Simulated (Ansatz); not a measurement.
We consider Si3N4 (model structure, started from the spinel Si type, Fd-3m, No. 227, 14 atoms in the cell), described by PBE0 (plane waves, PAW; Ansatz, a program for electronic structure).

Run with plane-wave cutoff 460 eV, 4×4×4 k mesh, Fermi–Dirac smearing 0.01 eV, scalar-relativistic PAW data made under PBE.

Cell (relaxed with PBEsol):

```
CELL_PARAMETERS angstrom
      0.00000     3.87185     3.87185
      3.87185     0.00000     3.87185
      3.87185     3.87185     0.00000
ATOMIC_POSITIONS crystal
  Si 0.62500 0.62500 0.62500
  Si 0.12500 0.62500 0.62500
  Si 0.62500 0.12500 0.62500
  Si 0.62500 0.62500 0.12500
  Si 0.25000 0.25000 0.25000
  Si 0.00000 0.00000 0.00000
  N  0.86755 0.86755 0.86755
  N  0.39735 0.86755 0.86755
  N  0.86755 0.39735 0.86755
  N  0.86755 0.86755 0.39735
  N  0.38245 0.38245 0.38245
  N  0.85265 0.38245 0.38245
  N  0.38245 0.85265 0.38245
  N  0.38245 0.38245 0.85265
```

Question: Give the computed band gap and smallest direct gap on the k points sampled.

Answer: 
- band gap = 5.48 eV (indirect)
- smallest direct gap on the k points sampled = 5.52 eV

Note: the relaxation could raise the start's symmetry but not lower it, so the cell can be a saddle point; cell and atoms aren't relaxed at this level (largest force component 0.03 eV/Å, pressure -4.2 GPa).

Static lattice: no zero-point or thermal effects.

Computing time: around 70 core-seconds (rough).

A model structure was made by putting elements into a prototype or built by hand; it is no filed structure, need not be a known phase, and can be a saddle point held by its symmetry.
